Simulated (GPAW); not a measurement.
Converging the k-point mesh at a smearing width of 0.02 eV: SrGaGe (P3m1, 3 atoms in the cell)

```xyz
3
Lattice="4.2566 0.0000 0.0000 -2.1283 3.6863 0.0000 0.0000 0.0000 4.6976" Properties=species:S:1:pos:R:3 pbc="T T T"
Sr     0.0000     0.0000     0.0500
Ga     0.0000     2.4576     2.3488
Ge     2.1283     1.2288     2.3488
```

Level of theory: PBEsol, GPAW PAW datasets PBEsol (made by gpaw-setup) (plane waves; GPAW 25.7.0).

Base settings: mode = pw; ecut = 550 eV; xc = PBEsol; kpts = 5 5 3; mesh shift (steps) = 0 0 0; occupations.name = methfessel-paxton; occupations.width = 0.1 eV; occupations.order = 0; nbands = -11; convergence.forces = 0.001 eV/Å.

In this ladder: occupations.width = 0.02 eV.

Only quantities that move along the ladder and can be compared are tabulated.

The count of work is k-points × plane waves × bands × iterations; it is no time. Core times come from one kind of shared machine, to one figure; runs under 30 s give none.

The starting cell comes from a database of computed structures (which also holds hypothetical and non-ambient phases and stackings), without a prior relaxation at this level. Its lattice was rescaled by up to half a per cent. One atom was moved a little off its site on purpose. Without a gap this mesh is coarse (it stands for a supercell whose shortest vector is 14 Å).

```csv
kpts,free energy less the last step's (meV/atom),pressure (GPa),largest difference of a force vector from the last step's (eV/Å),count of work / last,core time / last (rough)
3 3 3,158.50,2.84,0.027,0.021,–
4 4 3,13.80,1.01,0.027,0.027,–
5 5 4,-5.52,0.54,0.020,0.045,–
6 6 5,0.81,0.43,0.010,0.081,–
7 7 5,-5.65,0.24,0.006,0.078,–
8 8 7,-2.89,0.06,0.011,0.12,0.2
10 10 8,0.13,-0.06,0.004,0.21,0.2
12 12 9,0.06,-0.17,0.004,0.40,0.4
14 14 11,0.01,-0.13,0.001,0.55,0.6
17 17 14,0.00,-0.08,0.000,1.0,1
```

Coarsest kpts that holds the free energy within 1 meV/atom of the last step, with all finer ones: 10 10 8, at 0.21 of the last step's count of work and about 0.2 of the last step's time; the step before is off by 2.9 meV/atom.

Coarsest kpts that holds the forces within 0.005 eV/Å of the last step, with all finer ones: 10 10 8, at 0.21 of the last step's count of work and about 0.2 of the last step's time; the step before is off by 0.011 eV/Å.

Coarsest kpts that holds the pressure within 0.2 GPa of the last step, with all finer ones: 8 8 7, at 0.12 of the last step's count of work and about 0.2 of the last step's time; the step before is off by 0.31 GPa.
